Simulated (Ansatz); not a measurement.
Consider the following.

```
CELL_PARAMETERS angstrom
      4.59120     0.00000     0.00000
      0.00000     4.59120     0.00000
      0.00000     0.00000     3.02722
ATOMIC_POSITIONS crystal
  Ti 0.00000 0.00000 0.00000
  Ti 0.50000 0.50000 0.50000
  O  0.30550 0.30550 0.00000
  O  0.80550 0.19450 0.50000
  O  0.19450 0.80550 0.50000
  O  0.69450 0.69450 0.00000
```

No spin polarisation.

Level of theory: PBEsol (Ansatz, a first-principles code), no spin-orbit coupling. k-mesh 7×7×11 (Γ-centred); smearing 0.05 eV (Fermi–Dirac).

Task: Predict the band gap.

Result: 1.79 eV.

Task: Estimate the electron mass.

Result: 0.58 mₑ along z, 1.2 mₑ across (at Γ).

Task: Predict the stress (xx, yy, zz, yz, xz, xy; compression positive).

Result: (-4.60, -4.60, -13.66, 0.00, 0.00, 0.00) GPa.

The cells carry an imposed strain or load. Effective masses come from finite differences of ±0.01 Å⁻¹. No phonon test of stability was made. All final runs are without spin polarisation. The cell was made from TiO₂ in the rutile structure (space group P4_2/mnm, No. 136) by this change: uniaxial strain ε_zz = +3.00 %.
